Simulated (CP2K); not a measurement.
Band structure of ZnS (F-43m, 2 atoms in the cell).

```
CELL_PARAMETERS angstrom
      3.80449     0.00000     0.00000
      1.90225     3.29479     0.00000
      1.90225     1.09826     3.10636
ATOMIC_POSITIONS crystal
  Zn 0.00000 0.00000 0.00000
  S  0.25000 0.25000 0.25000
```

Method of the run: CP2K with PBE, GPW, DZVP-MOLOPT-SR-GTH basis, GTH-PBE potentials (GTH_POTENTIALS).

Settings: CUTOFF = 600 Ry; REL_CUTOFF = 50 Ry; SMEAR/METHOD = FERMI_DIRAC; ELECTRONIC_TEMPERATURE = 116.05 K; KPOINTS/SCHEME = MONKHORST-PACK 11 11 11; XC_FUNCTIONAL = PBE; Zn/BASIS_SET = DZVP-MOLOPT-SR-GTH-q12; Zn/POTENTIAL = GTH-PBE-q12; S/BASIS_SET = DZVP-MOLOPT-SR-GTH-q6; S/POTENTIAL = GTH-PBE-q6; METHOD = GPW; EPS_DEFAULT = 1e-10; EXTRAPOLATION = USE_GUESS; NGRIDS = 5.

The starting cell comes from a database of computed structures (which also holds hypothetical and non-ambient phases and stackings), without a prior relaxation at this level. Its lattice was rescaled by a random factor within 2.5 % of one. Values carry the incompleteness of an atom-centred basis.

Task: Predict the gap along the standard path and the places of the band edges.

Result: The gap along the path is 2.15 eV, direct at Γ to within 0.01 eV.

Levels in eV from the top of the valence band on the SCF mesh, bands 6 to 10:
```tsv
point	6	7	8	9	10
Γ	-5.94	0.00	0.00	0.00	2.15
X	-5.72	-4.65	-2.29	-2.29	3.39
W	-5.53	-4.68	-2.84	-2.79	5.75
K	-5.58	-4.71	-3.20	-1.86	4.20
L	-5.73	-5.41	-0.90	-0.90	3.37
U	-5.58	-4.71	-3.20	-1.86	4.20
```

Higher empty bands are left out: an atom-centred basis made for the valence describes them poorly.
